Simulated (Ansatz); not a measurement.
An ideal cubic perovskite cell is held by its symmetry; such compounds can tilt or shift off centre at room temperature.

Where the default PAW files enter, the runs use the earlier of Ansatz's two default sets.

Tunnelling through a barrier is set by its complex band structure: the current falls as exp(−2κd) with the smallest κ.

Data:

```
CELL_PARAMETERS angstrom
      4.00768     0.00000     0.00000
      0.00000     5.66772     0.00000
      0.00000     2.83386     2.83386
ATOMIC_POSITIONS crystal
  Ba 0.50000 0.50000 0.00000
  Ti 0.00000 0.00000 0.00000
  O  0.00000 0.50000 0.50000
  O  0.00000 0.00000 0.50000
  O  0.50000 0.00000 0.00000
```

Space group of this cell: Pm-3m, cubic perovskite. The cell is taken as given; by r2SCAN its mean pressure is -1.8 GPa.

Transport runs along the normal of the first two printed cell vectors, the (110) plane of the conventional cell.

The gap is the functional's own. No spin-orbit coupling. Mid-gap values are those at the computed energy nearest the middle.

**Question.** State the band gap and the smallest decay constant κ at mid-gap according to r2SCAN run with Ansatz (a program for electronic structure).

**Answer.** Gap 2.15 eV on a 10×10×10 mesh; κ = 0.244 1/Å, at the zone centre.
